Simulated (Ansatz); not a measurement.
Start from MgO in the rock salt structure (space group Fm-3m, No. 225).

```cif
data_Mg4O4
_chemical_formula_sum 'Mg4 O4'
_space_group_name_H-M_alt 'Fm-3m'
_space_group_IT_number 225
_space_group_name_Hall '-F 4 2 3'
_cell_length_a 4.25373
_cell_length_b 4.25373
_cell_length_c 4.25373
_cell_angle_alpha 90.000
_cell_angle_beta 90.000
_cell_angle_gamma 90.000
loop_
_atom_site_label
_atom_site_type_symbol
_atom_site_symmetry_multiplicity
_atom_site_Wyckoff_symbol
_atom_site_fract_x
_atom_site_fract_y
_atom_site_fract_z
_atom_site_occupancy
Mg1 Mg 4 a 0.00000 0.00000 0.00000 1
O1 O 4 b 0.50000 0.50000 0.50000 1
```
(The calculation used a cell of 2 atoms; values per cell refer to that cell.)

Computed with PBE (Ansatz, a program for electronic structure), no spin-orbit coupling.

Strains are applied to the cell and any free atomic positions relax.

One change was made to it. Results:

The band gap rises by 0.29 eV to 4.75 eV; the gap character remains direct at Γ.

Question: Which of these changes matches the shifts?
A. isotropic strain −1.00 %
B. isotropic strain +2.00 %
C. isotropic strain +2.50 %
D. isotropic strain −2.00 %

Answer: A, isotropic strain −1.00 %. For comparison, the band gap in the other runs: isotropic strain +2.50 % gives 3.80 eV; isotropic strain −2.00 % gives 5.05 eV; isotropic strain +2.00 % gives 3.93 eV.

Stability against distortions was not tested.
